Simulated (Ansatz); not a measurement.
**Sc3SnC (Pm-3m, No. 221, 5 atoms in the cell; start mp-16297)**

All values below come from r²SCAN (Ansatz, a program for electronic structure, PAW).

Run with plane-wave cutoff 560 eV, 12×12×12 k mesh, Fermi–Dirac smearing 0.05 eV, scalar-relativistic PAW data made under PBE.

Cell (relaxed at this level):

```cif
data_CSc3Sn
_chemical_formula_sum 'Sc3 Sn1 C1'
_space_group_name_H-M_alt 'Pm-3m'
_space_group_IT_number 221
_space_group_name_Hall '-P 4 2 3'
_cell_length_a 4.52273
_cell_length_b 4.52273
_cell_length_c 4.52273
_cell_angle_alpha 90.000
_cell_angle_beta 90.000
_cell_angle_gamma 90.000
loop_
_atom_site_label
_atom_site_type_symbol
_atom_site_symmetry_multiplicity
_atom_site_Wyckoff_symbol
_atom_site_fract_x
_atom_site_fract_y
_atom_site_fract_z
_atom_site_occupancy
Sc1 Sc 3 c 0.00000 0.50000 0.50000 1
Sn1 Sn 1 a 0.00000 0.00000 0.00000 1
C1 C 1 b 0.50000 0.50000 0.50000 1
```

```yaml
band_gap: zero (no gap)
bulk modulus B0: 108 GPa
```

Note: the relaxation could not lower the start's symmetry, so the cell can be a saddle point above a distorted one; the bulk modulus is −V dP/dV from two relaxed cells at ±2 % in volume.

Spin–orbit coupling is not included; it can open a gap where bands touch, and shift volumes and moduli.

A start named mp-… is a Materials Project structure, which need not be a measured phase.
